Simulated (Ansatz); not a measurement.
composition TiAl, cell Ti24Al24, first heated far above this temperature, then brought to it [in the run: it was liquid; mean temperature 2132 K (target 2160 K); density 3.20 g/cm³; mean pressure -0.6 GPa against a target of 0; one k-point, which a denser mesh shifts by 0.0 GPa in pressure and 0.04 eV/Å in forces]. The atoms began on random sites, so units and networks may differ from a laboratory melt's. Bonds are counted up to Al-Al 3.78 Å, Al-Ti 3.98 Å, Ti-Ti 4.02 Å.

**Question.** What distribution of Ti-Al-Ti angles does PBE run with Ansatz (a first-principles code) give?

**Answer.** mean 97°, standard deviation 34°.
```
angle (°) | p (1/°)
      1.5 |  0.0000
      4.5 |  0.0000
      7.5 |  0.0000
     10.5 |  0.0000
     13.5 |  0.0000
     16.5 |  0.0000
     19.5 |  0.0000
     22.5 |  0.0000
     25.5 |  0.0000
     28.5 |  0.0000
     31.5 |  0.0001
     34.5 | # 0.0003
     37.5 | ## 0.0009
     40.5 | ##### 0.0023
     43.5 | ########## 0.0043
     46.5 | ################# 0.0076
     49.5 | ####################### 0.0101
     52.5 | ########################### 0.0117
     55.5 | ############################## 0.0131
     58.5 | ############################## 0.0132
     61.5 | ############################# 0.0128
     64.5 | ########################## 0.0114
     67.5 | ####################### 0.0103
     70.5 | ################### 0.0086
     73.5 | ################### 0.0082
     76.5 | ################# 0.0073
     79.5 | ############### 0.0065
     82.5 | ################ 0.0069
     85.5 | ############### 0.0068
     88.5 | ############### 0.0068
     91.5 | ################## 0.0078
     94.5 | ################## 0.0081
     97.5 | #################### 0.0087
    100.5 | ##################### 0.0094
    103.5 | ####################### 0.0099
    106.5 | ####################### 0.0102
    109.5 | ####################### 0.0099
    112.5 | ####################### 0.0102
    115.5 | ###################### 0.0099
    118.5 | ###################### 0.0095
    121.5 | #################### 0.0087
    124.5 | ################### 0.0083
    127.5 | ################# 0.0077
    130.5 | ################ 0.0070
    133.5 | ############## 0.0063
    136.5 | ############## 0.0061
    139.5 | ############# 0.0059
    142.5 | ############ 0.0052
    145.5 | ############ 0.0051
    148.5 | ########### 0.0049
    151.5 | ########## 0.0042
    154.5 | ######### 0.0040
    157.5 | ######### 0.0039
    160.5 | ######## 0.0035
    163.5 | ###### 0.0028
    166.5 | ###### 0.0025
    169.5 | #### 0.0019
    172.5 | ### 0.0015
    175.5 | ## 0.0008
    178.5 | # 0.0003
```
